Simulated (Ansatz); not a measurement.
Take Zr in the hcp (Mg type) structure (space group P6_3/mmc, No. 194; a = 3.244 Å, c = 5.158 Å; relaxed with 0.1 eV smearing) as the base. Axes: x lies along a and z along c of the hexagonal cell.

Computed with Kohn–Sham DFT with the r2SCAN functional, run in Ansatz (a quantum-chemistry and plane-wave program) with PAW and 500 eV plane waves, without spin-orbit coupling.

One thing is altered: tensile biaxial strain of 2.50 % in the plane normal to [001], as in epitaxy on a mismatched substrate; the out-of-plane cell vector and the atoms relax.

Question: Predict the new ratio −ε⊥/ε∥.

Answer: The ratio −ε⊥/ε∥ amounts to 0.71.

Stability against distortions was not tested. All final runs are without spin polarisation.
